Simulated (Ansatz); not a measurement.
# C axis length of TaC (model structure, started from the NiAs type, P6₃/mmc, No. 194, 4 atoms in the cell) at several levels of theory

No measured value is used here.

| level (code) | value (Å) |
|---|---|
| PBE (Ansatz) | (withheld) |
| PBEsol (Ansatz) | 5.518 |
| PBE-D3(BJ) (Ansatz) | 5.527 |

What belongs in the gaps?


- PBE (Ansatz, an electronic-structure program), value (Å): 5.554

Density-functional levels without +SOC have no spin–orbit coupling. Ansatz's density-functional and Hartree–Fock values are scalar-relativistic unless marked +SOC, with PAW data made under PBE.

A model structure was made by putting elements into a prototype or built by hand; it is no filed structure, need not be a known phase, and can be a saddle point held by its symmetry.
